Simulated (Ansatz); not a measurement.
Given:

```xyz
2
Lattice="0.0000 2.7023 2.7023 2.7023 0.0000 2.7023 2.7023 2.7023 0.0000" Properties=species:S:1:pos:R:3 pbc="T T T"
Zn     0.0000     0.0000     0.0000
S      1.3512     1.3512     1.3512
```

Computed with PBEsol, rigid bands (plane waves, PAW, scalar-relativistic; Ansatz, a program for electronic structure). Condition of this run: hydrostatic pressure -2 GPa (the target of the relaxation). Geometry: cell and atoms relaxed with PBEsol, then loaded as said.

### Question
What conductivity effective mass do dilute holes have at 300 K?

### Answer
0.76 mₑ.

### Question
Predict the electron conductivity mass (n e² τ/σ) at 300 K, by direction if it differs.

### Answer
0.174 mₑ.

### Question
And the band gap?

### Answer
1.97 eV at this level; semilocal functionals usually fall short of the measured gap.

Rigid bands, one relaxation time for all states, no polarons. Spin-orbit coupling is left out; where it splits the top of the valence band it changes the hole mass and lowers the gap by about a third of the splitting.
